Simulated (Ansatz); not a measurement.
Amorphous In10Ga10Zn10O40, 70 atoms at 5.48 g/cm³, one PBE-relaxed geometry, zone centre. Methods: PBE, scalar-relativistic without spin-orbit coupling (Ansatz, a first-principles code); r2SCAN, scalar-relativistic without spin-orbit coupling (Ansatz); HSE06, scalar-relativistic without spin-orbit coupling (Ansatz). Plane waves to 420 eV (r2SCAN 500 eV); exact exchange is cut at the cell's faces. At PBE the levels at the filled edge of the gap are localised (band-tail or defect states), and the nearest spread-out levels lie 0.9 eV apart at the zone centre. All rungs ran without spin polarisation.

Preparation: random packing, a CHGNet melt and quench, and a DFT relaxation. O atoms were pushed apart under 1.9 Å during the dynamics, to hinder bonds among them. The hot cell started wider than the set density and was brought back towards it in steps. It is the lowest in DFT energy of 2 quenches. It is a model cell: composition and starting density were chosen by hand, and all elements were melted together. No dispersion term was used. A short ab initio anneal came between quench and relaxation. Its density started from a set value of 5.48 and ended at 5.48 g/cm³. The simulated quench (nominally 170 K/ps over its main leg) is rapid and tends to freeze in more defects than a deposited or slowly cooled glass has. Values belong to this one cell and scatter from quench to quench. The volume was held where the preparation left it, at a PBE pressure of 0.0 GPa. Stress components on the final sampling reach 0.9 GPa.

The relaxation ran on the zone centre alone. At PBE the level gap is 0.58 eV on a 2×2×2 Γ-centred mesh, and the spacing at the zone centre alone 0.65 eV.

Task: What zone-centre spacing does r2SCAN give, roughly?

Result: 1.07 eV (+0.41 eV against PBE).

Task: What zone-centre spacing does HSE06 give, roughly?

Result: 2.21 eV (+1.56 eV against PBE).

The highest filled and the lowest empty state spread over these numbers of atoms (participation numbers): PBE: 9.0 and 63.0; r2SCAN: 8.3 and 61.9; HSE06: 8.1 and 61.0.
